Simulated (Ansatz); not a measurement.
# What Al → Lu does to TiAl3

Start from TiAl₃ (space group I4/mmm, No. 139; a = 3.824 Å, c = 8.560 Å).

One thing is altered: every Al is replaced by Lu, then cell and atoms are relaxed.

Computed with r2SCAN (Ansatz, a program for electronic structure; PAW; 500 eV plane waves; scalar-relativistic without spin-orbit coupling), earlier PAW set. Settings: 14×14×14 k-points, 0.05 eV Fermi–Dirac smearing, for the changed cell.

| quantity | base | changed | shift |
|---|---|---|---|
| density | 3.42 g/cm³ | 9.34 g/cm³ | +5.92 g/cm³ |
| lattice parameter a | 382.4 pm | 468.2 pm | +85.8 pm |
| c/a ratio | 2.238 | 1.984 | -0.254 |
| space group | I4/mmm (No. 139) | I4/mmm (No. 139) | – |
| shortest interatomic distance | 270.4 pm | 329.7 pm | +59.36 pm |
| band gap | zero | zero | – |

Final structure:

```yaml
crystal:
  lattice:
    - [-2.34083, 2.34083, 4.64482]
    - [2.34083, -2.34083, 4.64482]
    - [2.34083, 2.34083, -4.64482]
  atoms:
    - { symbol: Lu, position: [0.50000, 0.50000, 0.00000] }
    - { symbol: Lu, position: [0.75000, 0.25000, 0.50000] }
    - { symbol: Lu, position: [0.25000, 0.75000, 0.50000] }
    - { symbol: Ti, position: [0.00000, 0.00000, 0.00000] }
```

Stability against distortions was not tested. As relaxed here, Lu3Ti is a hypothetical phase, not in the database extracts checked. All final runs are without spin polarisation. An odd electron count without spin: Lu3Ti and TiAl3. Lu3Ti has a high density of states at the Fermi level and may be magnetic at this level.
